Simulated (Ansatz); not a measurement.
Band structure of TcN (P4_2/mmc, 4 atoms in the cell).

```xyz
4
Lattice="2.6615 0.0000 0.0000 0.0000 2.6615 0.0000 0.0000 0.0000 6.0218" Properties=species:S:1:pos:R:3 pbc="T T T"
Tc     1.3307     0.0000     3.0109
Tc     0.0000     1.3307     0.0000
N      0.0000     0.0000     4.5164
N      0.0000     0.0000     1.5055
```

Method: PBEsol, PAW files (plane waves; Ansatz, a quantum-chemistry and plane-wave program).

Settings: kpoints.mp_grid.grid = 8 8 4; hamiltonian.xc = pbesol; hamiltonian.pseudopotentials = {kind: paw} (the program's default PAW files); scf.occupations.method = fermi_dirac; scf.occupations.width = 0.1 eV; kpoints.band_path.npoints = 8.

The starting cell comes from a database of computed structures (which also holds hypothetical and non-ambient phases and stackings), without a prior relaxation at this level. Its lattice was rescaled by a random factor within 2.5 % of one. Spin polarisation is off.

Levels in eV from the Fermi level, bands 17 to 23:
```json
[
 {"point": "Γ", "17": "-2.60", "18": "-0.84", "19": "-0.84", "20": "-0.71", "21": "0.65", "22": "0.65", "23": "1.79"},
 {"point": "X", "17": "-2.26", "18": "-1.39", "19": "-0.43", "20": "0.85", "21": "0.88", "22": "1.95", "23": "2.40"},
 {"point": "M", "17": "-2.71", "18": "-2.65", "19": "-2.65", "20": "-1.09", "21": "3.25", "22": "3.25", "23": "4.38"},
 {"point": "Z", "17": "-2.23", "18": "-2.23", "19": "-1.31", "20": "-1.31", "21": "1.84", "22": "1.84", "23": "2.79"},
 {"point": "R", "17": "-2.34", "18": "-0.75", "19": "-0.47", "20": "-0.34", "21": "-0.27", "22": "0.94", "23": "3.79"},
 {"point": "A", "17": "-2.48", "18": "-2.48", "19": "-0.43", "20": "-0.43", "21": "3.19", "22": "3.19", "23": "4.31"}
]
```

Bands cross the Fermi level along this path, so the cell is metallic at this level.

Keys are those of Ansatz 0.2.
